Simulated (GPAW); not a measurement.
GPAW is run on Rh (Fm-3m, 1 atom in the cell), and the run fails. The aim is a self-consistent single point with DFT LDA (Perdew-Wang 92), LCAO dzp, GPAW PAW datasets LDA (gpaw-data 1.0.1).

Input:

```python
from ase import Atoms
from gpaw import GPAW

atoms = Atoms(['Rh'],
              cell=[[0.000000, 1.874440, 1.874440],
                    [1.874440, 0.000000, 1.874440],
                    [1.874440, 1.874440, 0.000000]],
              scaled_positions=[[0.000000, 0.000000, 0.000000]],
              pbc=True)

calc = GPAW(mode='lcao',
            h=0.18,
            basis='dzp',
            xc='LDA',
            kpts={'size': (10, 10, 10), 'gamma': True},
            occupations={'name': 'methfessel-paxton', 'width': 0.1, 'order': 1},
            eigensolver='cg',
            symmetry={'symmorphic': False, 'tolerance': 0.0005},
            maxiter=100)

atoms.calc = calc

energy = atoms.get_potential_energy()
print('Energy (eV):', round(energy, 6))
forces = atoms.get_forces()
print('Forces (eV/Ang):')
print(forces.round(5))
```

Output (repeated stretches shortened):

```
Input parameters:
  basis: dzp
  eigensolver: cg
  h: 0.18
  kpts: {gamma: True,
         size: (10, 10, 10)}
  maxiter: 100
  mode: lcao
  occupations: {name: methfessel-paxton,
                order: 1,
                width: 0.1}
  symmetry: {symmorphic: False,
             tolerance: 0.0005}

species:
  Rh:
    name: Rhodium
    Z: 45.0
    valence: 15
    core: 30
    charge: 0.0
    file: Rh.LDA.gz

    # LCAO basis set for Rh:
    #   Name: dzp
    #   File: Rh.dzp.basis.gz
    #   Number of radial functions: 9
    #   Number of spherical harmonics: 27
    #     l=0, rc=9.5469 Bohr: 5s-sz confined orbital
    #     l=1, rc=3.6250 Bohr: 4p-sz confined orbital
    #     l=1, rc=14.0938 Bohr: 5p-sz confined orbital
    #     l=2, rc=5.9844 Bohr: 4d-sz confined orbital
    #     l=0, rc=5.7031 Bohr: 5s-dz split-valence wave
    #     l=1, rc=2.4531 Bohr: 4p-dz split-valence wave
    #     l=1, rc=8.7031 Bohr: 5p-dz split-valence wave
    #     l=2, rc=3.5625 Bohr: 4d-dz split-valence wave
    #     l=1, rc=9.5469 Bohr: p-type Gaussian polarization
    #   Number of RI-basis functions 0

Reference energy: -130009.130234  # eV

Spin-paired calculation

Convergence criteria:
 Maximum [total energy] change in last 3 cyles: 0.0005 eV / valence electron
 Maximum integral of absolute [dens]ity change: 0.0001 electrons / valence electron
 Maximum integral of absolute [eigenst]ate change: 4e-08 eV^2 / valence electron
 Maximum number of scf [iter]ations: 100

Symmetries present (total): 48
Symmetries with fractional translations: 0
1000 k-points: 10 x 10 x 10 Monkhorst-Pack grid + [1/20,1/20,1/20]
47 k-points in the irreducible part of the Brillouin zone
       k-points in crystal coordinates                weights
   0:     0.00000000    0.00000000    0.00000000          1/1000
   1:     0.10000000    0.10000000    0.00000000          6/1000
   2:     0.10000000    0.10000000    0.10000000          8/1000
   [... 7 lines left out ...]
          ...
  46:     0.50000000    0.50000000    0.50000000          4/1000

Wave functions: LCAO
  Diagonalizer: Serial LAPACK
  Atomic Correction: dense with blas
  Data-type: complex

Occupation numbers: Methfessel-Paxton:
  width: 0.1000  # eV
  order: 1

Traceback (most recent call last):
   [... frames left out ...]
AssertionError
```

Problem. From the messages shown, name the fault and mend the input.

Solution. The fault is an eigensolver that does not serve this mode. Iterative solvers belong to grid and plane-wave modes. To fix it, leave the solver to the default. The program stopped before any SCF iteration.

An input that runs soundly differs in these lines (not the only fix; some lines may just follow from the change or write a value another way):
```diff
-            eigensolver='cg',
```

With that input, the run converged in 8 iterations: free energy E − TS (from the program's reference atoms) -8.4076 eV; Fermi level (on the code's own zero) 12.39 eV (DFT LDA (Perdew-Wang 92), LCAO dzp, GPAW PAW datasets LDA (gpaw-data 1.0.1)).

On the sound input: the starting cell comes from a database of computed structures (which also holds hypothetical and non-ambient phases and stackings), without a prior relaxation at this level. Its lattice was rescaled by a random factor within 2.5 % of one. Spin polarisation is off. Values carry the incompleteness of an atom-centred basis.
